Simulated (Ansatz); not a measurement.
Take HfO₂ in the CdI2 type structure (space group P-3m1, No. 164; a = 3.2085 Å, c = 4.5149 Å; a hypothetical phase, not in the database extracts checked; layered, stacked along the Cartesian z axis) as the base.

Modification: cell and atoms relaxed at a pressure of 4.2 GPa.

Levels (all Ansatz, an electronic-structure program, PAW): PBEsol-D3(BJ) (420 eV, no SOC); r2SCAN (500 eV, no SOC).

The geometry is relaxed with PBEsol-D3(BJ).

| Item | Result |
|---|---|
| PBEsol-D3(BJ) lowest conduction level above the VBM at special points | M 4.01 eV; K 4.05 eV; A 4.75 eV; L 4.90 eV |
| PBEsol-D3(BJ) width of the top valence band | 1.44 eV |
| PBEsol-D3(BJ) gap character | indirect, Γ → M |

With r2SCAN at the same geometry, the lowest conduction level above the VBM at special points goes from M 4.01 eV; K 4.05 eV; A 4.75 eV; L 4.90 eV to M 4.57 eV; K 4.61 eV; A 5.34 eV; L 5.48 eV; the width of the top valence band is nearly the same (1.44 eV against 1.46 eV); the gap character is still indirect, Γ → M.

Single points use the geometry relaxed with PBEsol-D3(BJ). Their cutoffs differ, which shifts pressures a little. With Hf present, leaving out spin-orbit coupling can change the band edges. Load acts through the strain it causes; cell and atoms are relaxed under it. Stability against distortions was not tested.
